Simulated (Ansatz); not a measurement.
Subject: the energy of the reaction as written. Reaction: cell B → cell A. A negative value means that the right-hand side lies lower.

Cell A: a sheet of composition Pb, 1 atom, square cell of 3.13 Å (9.8 Å²), symmetry P4/mmm, 0.0 Å thick under 16 Å of vacuum, in-plane vectors relaxed; planes from bottom to top: Pb; a model cell; spin state with PBE: run without spin, k-point mesh 18×18×1.
```yaml
crystal:
  lattice:
    - [3.12733, 0.00000, 0.00000]
    - [0.00000, 3.12733, 0.00000]
    - [0.00000, 0.00000, 16.00000]
  atoms:
    - { symbol: Pb, position: [0.00000, 0.00000, 0.50000] }
```

Cell B: a sheet of composition Pb, 1 atom, hexagonal cell of 3.31 Å (9.5 Å²), symmetry P6/mmm, 0.0 Å thick under 16 Å of vacuum, in-plane vectors relaxed; planes from bottom to top: Pb; a model cell; spin state with PBE: run without spin, k-point mesh 24×24×1.
```
Pb
1.0
    3.30767     0.00000     0.00000
   -1.65383     2.86453     0.00000
    0.00000     0.00000    16.00000
Pb
1
Direct
  0.00000   0.00000   0.50000
```

All numbers come from Ansatz (a quantum-chemistry and plane-wave program), plane waves with PAW, its default PAW set, cutoff 420 eV, 500 eV for r2SCAN. The structures are at rest with PBE; other levels are single points on them. Neutral cells; Fermi-Dirac smearing of at most 0.10 eV in the solids, energies taken to zero width. The lattices are those relaxed with PBE, so at other levels the solids can be strained, which adds to the spread. A dispersion term (D3(BJ), or D4 for r2SCAN) was computed beside these levels and is taken off wherever the name lacks it. Nuclei at rest; no vibrational terms. Spin-orbit coupling is left out. The cells' k-point meshes differ in density, so the last digit is unsettled. Cell A has symmetry P4/mmm and got no random move, so less symmetric positions, which may lie lower, weren't tried. Cell B has symmetry P6/mmm and got no random move, so less symmetric positions, which may lie lower, weren't tried.

Question: What value does r2SCAN give?

Answer: 0.11 eV, for cell B → cell A.

Question: List the value at the remaining levels and say how far they part.

Answer: 
| Level | value (eV) | less r2SCAN |
|---|---|---|
| PBE | 0.13 | 0.02 |

The levels span only 0.02 eV, too little to tell them apart.
